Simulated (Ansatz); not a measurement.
## Hypothetical anti-fluorite Tl2O: pressure series

Consider Tl₂O in the anti-fluorite structure (space group Fm-3m, No. 225; a hypothetical phase, not in the database extracts checked).

```xyz
3
Lattice="0.0000 3.2157 3.2157 3.2157 0.0000 3.2157 3.2157 3.2157 0.0000" Properties=species:S:1:pos:R:3 pbc="T T T"
O      0.0000     0.0000     0.0000
Tl     1.6079     1.6079     1.6079
Tl     4.8236     4.8236     4.8236
```

Cell and atoms are relaxed at each pressure.

Method: plane-wave PAW DFT at the PBEsol level (Ansatz, an electronic-structure program, 420 eV), no spin-orbit coupling.

```
pressure (GPa)  volume per atom (Å³/atom)
--------------  -------------------------
-2                                 23.206
-1                                 22.650
0                                  22.169
0.3                                     ?
0.7                                21.865
1.5                                21.544
3                                  21.009
5                                  20.400
7.5                                19.749
```

Problem. Fit the third-order Birch–Murnaghan form P(V) = (3B₀/2)[(V₀/V)^(7/3) − (V₀/V)^(5/3)]·[1 + (3/4)(B₀′ − 4)((V₀/V)^(2/3) − 1)] (squares taken in P) to the rows shown and predict the withheld row.

Solution. Least squares on the printed values gives V₀ = 22.170 Å³/atom, B₀ = 49.0 GPa, B₀′ = 4.9; this predicts 22.036 Å³/atom, and the run gives 22.042 Å³/atom, 0.006 higher.

Load acts through the strain it causes; cell and atoms are relaxed under it. No phonon test of stability was made. Competing high-pressure phases were not computed. All final runs are without spin polarisation.
